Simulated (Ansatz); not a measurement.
**A computed series for ScAl3: response to strain**

Start from ScAl3 in the Cu3Au type structure (space group Pm-3m, No. 221; a = 4.0327 Å; relaxed with 0.1 eV smearing). Axes: x, y, z lie along the cube axes.

Strains are applied to the cell and any free atomic positions relax; under biaxial strain the out-of-plane vector relaxes too.

Level of theory: LDA in Ansatz (plane waves to 420 eV, PAW, without spin-orbit coupling).

```csv
"biaxial strain, plane normal [001], relaxed out of plane (%)",out-of-plane strain (%)
-3,1.34
-2.4,1.07
-1.8,0.80
-1.2,0.53
-0.6,?
0,0.00
```

Fit ε⊥ = −νε + γε² (strains in %) to the rows shown and predict the withheld row.

Least squares on the printed values gives ν = 0.44 (the biaxial Poisson response) and γ = 0.002 (largest residual 0.00 %); this predicts 0.26 %, and the run gives 0.27 %, in agreement.

Stability against distortions was not tested. The final runs are not spin-polarised.

Ansatz is a quantum-chemistry and plane-wave program.
